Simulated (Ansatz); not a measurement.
The parent structure is C in the diamond structure (space group Fd-3m, No. 227; a = 3.560 Å). Axes: x, y, z lie along the cube axes.

One thing is altered: uniaxial stress, 5 GPa compression along x, with the cell and atoms free to relax against it.

Levels (all Ansatz, a program for electronic structure, PAW): r2SCAN (500 eV, scalar-relativistic without spin-orbit coupling); HSE06+SOC (420 eV, with spin-orbit coupling).

The geometry is relaxed with r2SCAN.

| Item | Result |
|---|---|
| r2SCAN lowest conduction level above the VBM at special points | M 4.91 eV; X 5.03 eV; Γ 5.81 eV |
| r2SCAN valence-band top at Γ | 0.00, -0.08, -0.08 eV |

**Question.** What does HSE06+SOC give at this geometry for the lowest conduction level above the VBM at special points and valence-band top at Γ?

**Answer.** The lowest conduction level above the VBM at special points goes from M 4.91 eV; X 5.03 eV; Γ 5.81 eV to M 5.80 eV; X 5.92 eV; Γ 6.91 eV; the valence-band top at Γ (three highest Kramers pairs, from the VBM) becomes 0.00, -0.08, -0.09 eV (r2SCAN: 0.00, -0.08, -0.08 eV).

Single points use the geometry relaxed with r2SCAN. The hybrid gap comes from the SCF mesh plus the semilocal run's edge points and a few special points and is an upper bound. Differences between runs with and without spin-orbit coupling are approximate. The levels and masses belong to the bands next to the band gap. Load acts through the strain it causes; cell and atoms are relaxed under it. Stability under load was not tested beyond the relaxation. Labels are those of the standard path for the cell's own space group.
